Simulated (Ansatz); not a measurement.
The cell is built on a prototype and need not be the phase stable at ambient conditions.

By r2SCAN, the system below comes out a metal.

Without scattering a metal conducts by its projected Fermi surface.

Given:

```xyz
2
Lattice="4.5138 0.0000 0.0000 -2.2569 3.9091 0.0000 2.2569 1.3030 1.8428" Properties=species:S:1:pos:R:3 pbc="T T T"
Ge     0.0000     0.0000     0.0000
Si     0.0000     2.6061     0.9214
```

Space group of this cell: Pm-3m, CsCl type. The cell was relaxed by PBE-D3(BJ); by r2SCAN its mean pressure is 2.1 GPa.

The current flows along the normal of the first two printed cell vectors. No spin-orbit coupling; the value is a mean over 0.1 eV about the Fermi level.

**Question.** Compute, with r2SCAN (Ansatz, an electronic-structure program), the ballistic conductance per area.

**Answer.** 1.9 × 10¹⁵ S/m² for both spins.
